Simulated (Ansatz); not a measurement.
Worked example: relaxation of the atoms of Fe₂Si (I4mm, 3 atoms in the cell) in Ansatz (an electronic-structure program).

Method: LDA (PW92), default PAW files made with PBE (plane waves; Ansatz).

The change in words: one atom moved by 0.15 angstrom; relax: default → atoms; relax.f_tol: default → 0.001 eV/Å. Reference geometry:
```
CELL_PARAMETERS angstrom
     -1.34344     1.34344     4.43921
      1.34344    -1.34344     4.43921
      1.34344     1.34344    -4.43921
ATOMIC_POSITIONS crystal
  Fe 0.33963 0.33963 0.00000
  Fe 0.66037 0.66037 0.00000
  Si 0.00000 0.00000 0.00000
```
Moments meant for the start (each program seeds them in its own way; μB, in the order of the atoms Fe Fe Si): 4.0 4.0 0.0.

Reference input (self-consistent single point, DFT, LDA (PW92), plane waves, default PAW files made with PBE): basis.ecutwfc = 420 eV; kpoints.mp_grid.grid = 12 12 12; hamiltonian.xc = lda; hamiltonian.pseudopotentials = {kind: paw} (the program's default PAW files); magnetization.spin_polarized = true; scf.occupations.method = gaussian; scf.occupations.width = 0.1 eV. This run's input differs from it in these lines:

```diff
@@ -6,3 +6,3 @@
   atoms:
-    - { symbol: Fe, position: [0.339630, 0.339630, 0.000000], spin: 4.0 }
+    - { symbol: Fe, position: [0.356525, 0.356525, 0.000000], spin: 4.0 }
     - { symbol: Fe, position: [0.660370, 0.660370, 0.000000], spin: 4.0 }
@@ -20,2 +20,4 @@
   occupations: { method: gaussian, width: 0.1 }
+relax:
+  f_tol: 0.001
 output:
```

The program printed (abridged):

```
   [... SCF lines of the steps left out ...]
relax step   1: F+E_penalty+E_count = -9449.60866615 eV  Δ(F+E_penalty+E_count) = +0.000e0 eV  max|allowed force component| = 1.573e0 eV/Å  Δτ_max = 0.0000 Å  (28 SCF iters, dr2 threshold 1.00e-7 eV, accepted)
relax step   2: F+E_penalty+E_count = -9449.68011218 eV  Δ(F+E_penalty+E_count) = -7.145e-2 eV  max|allowed force component| = 1.038e0 eV/Å  Δτ_max = 0.0353 Å  (10 SCF iters, dr2 threshold 1.00e-4 eV, accepted)
relax step   3: F+E_penalty+E_count = -9449.73156171 eV  Δ(F+E_penalty+E_count) = -5.145e-2 eV  max|allowed force component| = 1.371e-1 eV/Å  Δτ_max = 0.0676 Å  (11 SCF iters, dr2 threshold 6.74e-5 eV, accepted)
relax step   4: F+E_penalty+E_count = -9449.73289017 eV  Δ(F+E_penalty+E_count) = -1.328e-3 eV  max|allowed force component| = 1.160e-3 eV/Å  Δτ_max = 0.0110 Å  (10 SCF iters, dr2 threshold 1.17e-6 eV, accepted)
relax step   5: F+E_penalty+E_count = -9449.73289045 eV  Δ(F+E_penalty+E_count) = -2.756e-7 eV  max|allowed force component| = 1.385e-3 eV/Å  Δτ_max = 0.0000 Å  (5 SCF iters, accepted)
relax step   6: F+E_penalty+E_count = -9449.73289056 eV  Δ(F+E_penalty+E_count) = -1.172e-7 eV  max|allowed force component| = 3.008e-5 eV/Å  Δτ_max = 0.0001 Å  (8 SCF iters, accepted)
the relaxation is at rest under the 8 symmetry operations that the run kept from its start: a minimum is not shown …
the relaxation's final electronic state is not compared with the one that a single-point calculation of its input finds at the relaxed geometry …
Magnetization: 2.2395 μB (19.1197 up, 16.8803 down)
Absolute magnetization: 2.4613 μB (∫|ρ↑−ρ↓|, with the PAW one-centre terms)
Spin contamination: 0.0259 ħ² per cell (⟨S²⟩ above its minimum at these occupations)
   [... lines left out ...]
Free energy (F): -9449.732891 eV
Fermi energy:    18.009548 eV
   [... lines left out ...]
  F+E_penalty+E_count = -9449.73289056 eV   max|allowed force component| = 3.008e-5 eV/Å
  atoms:
    - { symbol: Fe, position: [0.34482280340184124, 0.34482280340184124, 8.661198686761963e-35] }
    - { symbol: Fe, position: [0.666440695506114, 0.666440695506114, -8.362536663080514e-35] }
    - { symbol: Si, position: [0.005631501092044675, 0.005631501092044675, -2.98662023681447e-36] }
```

The run converged. 

Summary of the result:
- Free energy E − TS (on the zero of these files) = -9449.7329 eV
- Fermi level (on the code's own zero) = 18.01 eV
- Pressure = -13.66 GPa
- Size of the cell's spin moment = 2.24 μB
- Relaxation steps = 6

The starting cell comes from a database of computed structures (which also holds hypothetical and non-ambient phases and stackings), without a prior relaxation at this level. Its lattice was rescaled by up to half a per cent. For this run, on top of that: one atom moved by 0.15 angstrom. The magnetic order is the one reached from the typed start; others were not searched systematically. The relaxation keeps the symmetry of its start, so its end need not be a minimum. Ansatz's pressure includes its estimate of the finite-basis (Pulay) stress.

Cost on one core of a shared machine: roughly 2 min.

Keys are those of Ansatz 0.2.
